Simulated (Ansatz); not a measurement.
Consider InAs in the zinc blende structure (space group F-43m, No. 216).

```yaml
crystal:
  lattice:
    - [0.00000, 3.04346, 3.04346]
    - [3.04346, 0.00000, 3.04346]
    - [3.04346, 3.04346, 0.00000]
  atoms:
    - { symbol: As, position: [0.75000, 0.75000, 0.75000] }
    - { symbol: In, position: [0.00000, 0.00000, 0.00000] }
```

Level of theory: PBEsol/PAW in Ansatz (a first-principles code), no SOC.

Before the change:

| Item | Value |
|---|---|
| Volume per atom | 28.19 Å³ |

Now apply this change: full substitution In → Cd, then cell and atoms are relaxed.

Tabulated Pauling electronegativity and covalent radius: In 1.78, 1.42 Å; Cd 1.69, 1.44 Å.

Problem. What does the calculation give for the volume per atom after the change?

Solution. The volume per atom drops by 1.03 Å³, from 28.19 Å³ to 27.16 Å³.

Stability against distortions was not tested. As relaxed here, CdAs is a hypothetical phase, not in the database extracts checked. All final runs are without spin polarisation. An odd electron count without spin: CdAs.
